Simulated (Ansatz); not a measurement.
System: N vacancy in wurtzite AlN strained by +1.5 % along x and y, z held (charge state +1). The step: one N atom jumps into the vacancy from a nearby N site; the atom moves 3.09 Å along (0.33, -0.33, -0.50) of the unit cell; the moving atom starts with neighbours Al at 1.90, Al at 1.92, 2 Al at 1.94 Å and ends with Al at 1.89, 2 Al at 1.93, Al at 1.95 Å. DFT values are from Ansatz (plane-wave PAW, 420 eV unless said) in a cell of 72 host sites, spin-restricted, static, with no finite-size correction. The charge state is imposed; whether it is stable for some Fermi level was not computed. Forms of the defect that were not tried may lie lower. For the PBE band: the saddle point's order was not checked, and it lies on a symmetry element of the cell, where a band can be held.

| Level | Forward barrier (eV) | Cost of the band or of the saddle's single point |
|---|---|---|
| CHGNet universal potential (has no charge state), its own band | 2.47 | - |
| PBE, a 2×2×2 k-point mesh shifted by half a step along c, band relaxed | 4.32 | around 50 core-minutes (rough) |

Ansatz is a first-principles code.
